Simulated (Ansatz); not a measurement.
Consider Au in the fcc (Cu type) structure (space group Fm-3m, No. 225; a = 4.0477 Å; relaxed with 0.1 eV smearing).

All numbers come from Kohn–Sham DFT with the LDA functional, run in Ansatz (a quantum-chemistry and plane-wave program) with PAW and 420 eV plane waves, without spin-orbit coupling.

For the base:

| Quantity | Result |
|---|---|
| Pressure | 0.0 GPa |

The change: the cell is scaled by 0.9850 in all directions; the atoms relax in the strained cell.

Q: Estimate the effect on the energy relative to the base.

A: The energy grows by 22 meV/atom.

Q: Estimate the effect on the pressure.

A: The pressure goes from zero to 10.0 GPa.

No phonon test of stability was made.
